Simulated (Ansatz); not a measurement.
**Rh: uniaxial strain ε_zz = +3.00 %**

Take Rh in the fcc (Cu type) structure (space group Fm-3m, No. 225; a = 3.7551 Å; relaxed with 0.1 eV smearing) as the base. Axes: x, y, z lie along the cube axes.

Now apply this change: the cell is stretched by 3.00 % along z with no lateral relaxation; the atoms relax in the strained cell.

Computed with LDA, PAW, 420 eV (Ansatz, an electronic-structure program; no SOC). Γ-centred 30×30×30 mesh, Fermi–Dirac width 0.1 eV.

```csv
quantity,base,changed,shift
volume per atom,13.24 Å³,13.63 Å³,+0.397 Å³
space group,Fm-3m (No. 225),I4/mmm (No. 139),–
shortest interatomic distance,265.5 pm,265.5 pm,0.0 pm
energy relative to the base (free energy F),0 meV/atom,+17 meV/atom,+17 meV/atom
"pressure (mean of the normal stresses, compression positive)",0.0 GPa,-8.5 GPa,-8.5 GPa
band gap,zero,zero,–
"stress (xx, yy, zz, yz, xz, xy; compression positive)",–,"(-6.0, -6.0, -13.5, 0.0, 0.0, 0.0) GPa",–
```

Final structure:

```
CELL_PARAMETERS angstrom
      0.00000     1.87756     1.93389
      1.87756     0.00000     1.93389
      1.87756     1.87756     0.00000
ATOMIC_POSITIONS crystal
  Rh 0.00000 0.00000 0.00000
```

Stability against distortions was not tested. The final runs are not spin-polarised. Rh lies near a magnetic instability that expansion can trigger; it was not tested.
